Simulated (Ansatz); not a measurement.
Consider Rh2Ge (space group Pnma, No. 62; a = 5.491 Å, b = 4.011 Å, c = 7.578 Å). Axes: x, y, z lie along a, b, c of the conventional cell.

All numbers come from DFT with r2SCAN, PAW potentials and a 500 eV plane-wave cutoff in Ansatz (a first-principles code), spin-orbit coupling left out, earlier PAW set.

Strains are applied to the cell and any free atomic positions relax; under stress the whole cell relaxes.

One change was made to it. Results:

| quantity | base | after |
|---|---|---|
| energy relative to the base (free energy F) | 0 meV/atom | +0.2 meV/atom |
| shortest interatomic distance | 246.9 pm | 246.9 pm |
| band gap | zero | zero |

Task: Name the change that was made.
A. uniaxial strain ε_zz = +5.96 %
B. uniaxial stress, 1 GPa tension along z
C. tensor shear ε_xy = −3.47 %
D. strain tensor (xx, yy, zz, yz, xz, xy) = (+1.22, −1.74, −2.23, −0.71, −1.73, −1.15) %
E. uniaxial strain ε_yy = −3.11 %

Result: B, uniaxial stress, 1 GPa tension along z. For comparison, the energy relative to the base in the other runs: uniaxial strain ε_zz = +5.96 % gives +42 meV/atom; strain tensor (xx, yy, zz, yz, xz, xy) = (+1.22, −1.74, −2.23, −0.71, −1.73, −1.15) % gives +22 meV/atom; tensor shear ε_xy = −3.47 % gives +22 meV/atom; uniaxial strain ε_yy = −3.11 % gives +15 meV/atom.

Without a gap, meshes like the base's 7×9×5 leave anisotropic stresses uncertain by several tenths of a GPa, and small strain energies with them. Beyond what the load breaks, stability against distortions was not tested. The final runs are not spin-polarised.
